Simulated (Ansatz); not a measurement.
Abridged Ansatz (a program for electronic structure) output:

```
Pseudopotential: Y, paw, valence charge 11
Pseudopotential: Pd, paw, valence charge 18
Crystal: 4 atoms, lattice volume = 66.804 Å³
Basis set: ecut = 420 eV, 1309 PW (Γ), exchange–correlation on 60×60×60 points (8 copies of the dense FFT grid, shifted against one another)
Bands: 38, of which v1, the nominal top of the filled ones, is band 33 counted from 1 (32 counted from 0)
Symmetry: 48 space group operations
k-points: 84 of 1728
Functional: x = pbesol(κ = 0.804, μ = 0.12345679012345678), c = pbesol(β = 0.046)
SCF iter   1: F=—  HF=-24518.495080 eV  |F-HF|=—  |Δ(HF+E_count)|=         —  Δρ=1.06e-2  dr2=9.02e-2  ethr=1.77e-3  ⟨swp⟩=5.8  Hψ=11349  notcnv=0
SCF iter   2: F=—  HF=-24518.482193 eV  |F-HF|=—  |Δ(HF+E_count)|=   1.29e-2  Δρ=3.80e-3  dr2=1.36e-2  ethr=1.39e-4  ⟨swp⟩=2.0  Hψ=4151  notcnv=0  defer=34
SCF 1 converged in 8 iterations: F = -24518.479975 eV  dr2 = 2.73e-10
SCF converged after 8 iterations
Free energy (F): -24518.479975 eV
Internal energy: -24518.460929 eV  (E = F + TS)
E sigma→0 (E₀):  -24518.470452 eV
Entropy (-TS):   -0.019047 eV (-4.762 meV/atom)
Fermi energy:    17.595229 eV
--- Forces (eV/Å), atoms counted from 1 ---
  atom   1  Y     -0.00000000     0.00000000    -0.00000000
  atom   2  Pd     0.00000000    -0.00000000     0.00000000
  atom   3  Pd     0.00000000    -0.00000000     0.00000000
  atom   4  Pd     0.00000000    -0.00000000     0.00000000
--- Stress (GPa, compression-positive) ---
       -0.000306       0.000000       0.000000
        0.000000      -0.000306       0.000000
       -0.000000       0.000000      -0.000306
  P = ⅓ Tr σ = -0.0003 GPa (-0.003 kbar)
```

Task: What was computed, and what are the main results?

Result: YPd3, 4 atoms in the cell, with PBEsol (Ansatz), no spin-orbit coupling. The last SCF converged to F = -24518.479975 eV, or -6129.6200 eV per atom, at a pressure of 0.00 GPa. The total energy compares only with runs of the same code, potentials and settings.

Whether these cells are dynamically stable was not tested. All final runs are without spin polarisation. The cell is YPd3 in the Cu3Au type structure (space group Pm-3m, No. 221).
